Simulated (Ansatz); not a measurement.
AlB2-type TiB₂

Level of theory: PBE (Ansatz, an electronic-structure program, PAW).

Run with plane-wave cutoff 520 eV, 24×24×20 k mesh (along the axes of the cell as run), Fermi–Dirac smearing 0.054 eV (set by the program), no spin polarisation, scalar-relativistic PAW data made under PBE.

Cell (relaxed at this level):

```cif
data_B2Ti
_chemical_formula_sum 'Ti1 B2'
_space_group_name_H-M_alt 'P6/mmm'
_space_group_IT_number 191
_space_group_name_Hall '-P 6 2'
_cell_length_a 3.03195
_cell_length_b 3.03195
_cell_length_c 3.22427
_cell_angle_alpha 90.000
_cell_angle_beta 90.000
_cell_angle_gamma 120.000
loop_
_atom_site_label
_atom_site_type_symbol
_atom_site_symmetry_multiplicity
_atom_site_Wyckoff_symbol
_atom_site_fract_x
_atom_site_fract_y
_atom_site_fract_z
_atom_site_occupancy
Ti1 Ti 1 a 0.00000 0.00000 0.00000 1
B1 B 2 d 0.33333 0.66667 0.50000 1
```

```yaml
elastic constant C11: 650 GPa
elastic constant C12: 67.9 GPa
elastic constant C13: 102 GPa
elastic constant C33: 452 GPa
elastic constant C44: 258 GPa
elastic constant C66: 291 GPa
Voigt–Reuss–Hill bulk modulus: 253 GPa
polycrystal shear modulus (Hill average): 257 GPa
young_modulus: 576 GPa
poisson_ratio: 0.120
```

Measured, for comparison: elastic constant C11 660 GPa, elastic constant C12 48 GPa, elastic constant C13 93 GPa, elastic constant C33 432 GPa, elastic constant C44 260 GPa (temperature not stated, not corrected to a static lattice; as tabulated in Liu et al. (2023), arXiv:2002.00005). Computed (rounded) less measured: elastic constant C11 -2 %, elastic constant C12 +41 %, elastic constant C13 +10 %, elastic constant C33 +5 %, elastic constant C44 -0.8 %. A static lattice is as a rule a little smaller and stiffer than an uncorrected measurement, which narrows the difference in the elastic constant C13, elastic constant C33 and would widen misses of the other sign.

Elastic constants are with the ions relaxed.

Static lattice: no zero-point or thermal effects.
